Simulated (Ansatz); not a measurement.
Start from SrTiO$_{3}$ in the cubic perovskite structure (space group Pm-3m, No. 221; a = 3.891 Å).

Level of theory: PBEsol (Ansatz, a program for electronic structure, PAW, no spin-orbit coupling).

For the base:

```
Item          Value
--------  ---------
Band gap    1.85 eV
Pressure  -0.01 GPa
```

Modification: every lattice vector is stretched by 1.20 %, atoms relaxed at fixed cell.

### Question
Estimate the effect on the band gap.

### Answer
The band gap shrinks by 0.06 eV, from 1.85 eV to 1.79 eV.

### Question
Estimate the effect on the pressure.

### Answer
The pressure drops by 6.15 GPa, from -0.01 GPa to -6.16 GPa.

### Question
What does the calculation give for the energy relative to the base after the change?

### Answer
The energy grows by 8.5 meV/atom.

The cells carry an imposed strain or load. Whether these cells are dynamically stable was not tested. The final runs are not spin-polarised. Many cubic perovskites are stable only at high temperature; tilts and polar distortions were not tested.
